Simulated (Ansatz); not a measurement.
How the equilibrium volume per atom of Sb2Se3 (model structure, started from the A-La2O3 type, P-3m1, No. 164, 5 atoms in the cell) moves with the method

No measured value is used here.

```json
[
 {"level (code)": "PBE (Ansatz)", "value (Å³/atom)": "___"},
 {"level (code)": "PBEsol (Ansatz)", "value (Å³/atom)": "27.14"},
 {"level (code)": "PBE-D3(BJ) (Ansatz)", "value (Å³/atom)": "27.04"}
]
```

Question: Fill in the missing entries.

Answer: 
- PBE (Ansatz, a program for electronic structure), value (Å³/atom): 30.23

Ansatz's density-functional and Hartree–Fock values are scalar-relativistic unless marked +SOC, with PAW data made under PBE.

A model structure was made by putting elements into a prototype or built by hand; it is no filed structure, need not be a known phase, and can be a saddle point held by its symmetry.
